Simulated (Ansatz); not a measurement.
## ZnSe: energy against strain

ZnSe (zinc blende, F-43m, 22.346 Å³/atom at rest) under an equal strain ε in the (001) plane with the normal axis free, as in a coherent film. PBEsol in Ansatz, a plane-wave DFT program (PAW, default set), 420 eV, 10×10×10 Γ-centred mesh, Fermi-Dirac smearing 0.05 eV; ions are relaxed within the symmetry of each cell.

Here s stands for strain and y for E less E0.

```
strain (%)  E less E0 (meV/atom)
----------  --------------------
-1.50                       2.57
-1.00                       1.13
-0.50                       0.28
0.00                        0.00
0.50                        0.27
1.00                        1.07
1.50                        2.39
3.00                           ?
```

Problem. Using a parabola, estimate the missing y at s = 3.00 from the other rows, showing the fit.

Solution. Least squares gives y = -0.001 - 0.0479·s + 1.1024·s². Residuals (row less fit): 0.019, -0.019, -0.019, 0.001, 0.019, 0.016, -0.018; standard error 0.022 (degrees of freedom: 4). Twice the quadratic coefficient over the volume, 2 × 1.1024 meV × 10⁴ × 0.1602 / 22.346 Å³, is twice the biaxial elastic modulus of this plane = 158 ± 1.4 GPa. At the withheld row, y = -0.001 - 0.0479 × 3.0 + 1.1024 × 3.0² = 9.777 meV/atom. The calculation gives 9.24 meV/atom, 0.537 meV/atom below the prediction (5.8 % of the range of y in the table). The row lies outside the fitted rows, so this is an extrapolation. From the scatter of the fitted rows alone, a prediction at this place has a standard error of 0.086 meV/atom, so the miss is 6.2 times that.

One order more, fitted to all 13 runs of the series, follows each within 0.01, so the miss is the next term of a smooth law. Rows are the converged runs of the series near zero and its far end; series whose fitted rows scatter by over a few per cent of the range, as at a crossing or softening among them, aren't shown in this form. Most that stay on the fit to the last digits aren't either.
